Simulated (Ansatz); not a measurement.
Fermi-surface data of Cu (I4/mmm)

Consider the following.

```yaml
crystal:
  lattice:
    - [0.00000, 1.76691, 1.82046]
    - [1.76691, 0.00000, 1.82046]
    - [1.76691, 1.76691, 0.00000]
  atoms:
    - { symbol: Cu, position: [0.00000, 0.00000, 0.00000] }
```

All values below come from PBEsol, rigid bands (plane waves, PAW, scalar-relativistic; Ansatz, a program for electronic structure). Condition of this run: uniaxial stress zz = -2 GPa (compression positive) (the target of the relaxation). Geometry: cell and atoms relaxed with PBEsol, then loaded as said.

```json
{
 "density of states at the Fermi level": "0.300 states/(eV·cell), both spins",
 "bare Sommerfeld coefficient": "0.71 mJ/(mol of atoms·K²)",
 "drude_plasma_energy": "9.1 eV",
 "root-mean-square Fermi velocity": "1.1e6 m/s",
 "resistivity times τ": "6.0 ×10⁻²² Ω·m·s",
 "resistivity_times_mean_free_path": "6.5 ×10⁻¹⁶ Ω·m²"
}
```

A metal at this level (no band gap); rigid bands, thermally averaged at 300 K, both spins. Spin-orbit coupling is left out. τ is one relaxation time for all states; the product of resistivity and mean free path takes one path for all states instead.
